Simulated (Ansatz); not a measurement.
We consider TaC (model structure, from the CsCl type, Pm-3m, No. 221), described by LDA (Ansatz, an electronic-structure program, PAW).

Input file:

Ansatz 0.2 input:
```yaml
crystal:
  lattice:
    - [2.7316862922, 0.0, 0.0]
    - [0.0, 2.7316862922, 0.0]
    - [0.0, 0.0, 2.7316862922]
  atoms:
    - { symbol: Ta, position: [0.0, 0.0, 0.0] }
    - { symbol: C, position: [0.5, 0.5, 0.5] }
basis:
  ecutwfc: 520
  ecutrho_ratio: 4
  xc_grid: 2
kpoints:
  mp_grid: { grid: [20, 20, 20] }
hamiltonian:
  xc: lda
  dispersion: none
  pseudopotentials: { kind: paw }
scf:
  occupations: { method: fermi_dirac, width: 0.05 }
output:
  forces: true
  stress: true
  eigenvalues: true
relax:
  f_tol: 0.004
  escape_saddle: false
  max_steps: 80
```

Excerpt of the program's output:

```
WARN output.stress: scf.convergence.dr2_threshold = 1e-7 eV (the SCF's general default) is looser than the 2e-10 eV advised for a printed stress (1e-10 eV for …
Relaxation: its limit of steps is 80 (relax.max_steps)
Crystal: 2 atoms, lattice volume = 20.384 Å³
Basis set: ecut = 520 eV, 515 PW (Γ), exchange–correlation on 48×48×48 points (8 copies of the dense FFT grid, shifted against one another)
Bands: 13, of which v1, the nominal top of the filled ones, is band 9 counted from 1 (8 counted from 0)
Symmetry: 48 space group operations
Space group: Pm-3m (ITA 221), of the structure as read, at distance tolerance 2.7e-5 Å
k-points: 286 of 8000
Functional: x = slater, c = lda
SCF iter   1: F=—  HF=-9924.922371 eV  |F-HF|=—  |Δ(HF+E_count)|=         —  Δρ=1.19e-2  dr2=3.02e-2
SCF iter   2: F=—  HF=-9924.920484 eV  |F-HF|=—  |Δ(HF+E_count)|=   1.89e-3  Δρ=8.39e-3  dr2=1.69e-2
  ...
SCF iter   5: F=-9924.917469 eV  HF=-9924.917469 eV  |F-HF|=1.39e-8  |Δ(HF+E_count)|=   1.62e-6  Δρ=1.79e-5  dr2=3.02e-8
SCF iter   6: F=-9924.917469 eV  HF=-9924.917469 eV  |F-HF|=1.78e-10  |Δ(HF+E_count)|=   6.03e-9  Δρ=3.05e-6  dr2=3.11e-10
SCF 1 converged in 6 iterations: F = -9924.917469 eV  dr2 = 3.11e-10
SCF converged after 6 iterations
Free energy (F): -9924.917469 eV
Internal energy: -9924.908605 eV  (E = F + TS)
E sigma→0 (E₀):  -9924.913037 eV
Fermi energy:    20.284898 eV
--- Stress (GPa, compression-positive) ---
        6.914315       0.000000       0.000000
        0.000000       6.914315       0.000000
       -0.000000       0.000000       6.914315
  P = ⅓ Tr σ = 6.9143 GPa (69.143 kbar)
```

The cell is one volume of an energy–volume scan, off the minimum.

The PAW data were made under PBE.

Note: the cell keeps the symmetry of its start, so it can be a saddle point.

The result took around 4 core-seconds (rough).

A model structure was made by putting elements into a prototype or built by hand; it is no filed structure, need not be a known phase, and can be a saddle point held by its symmetry.
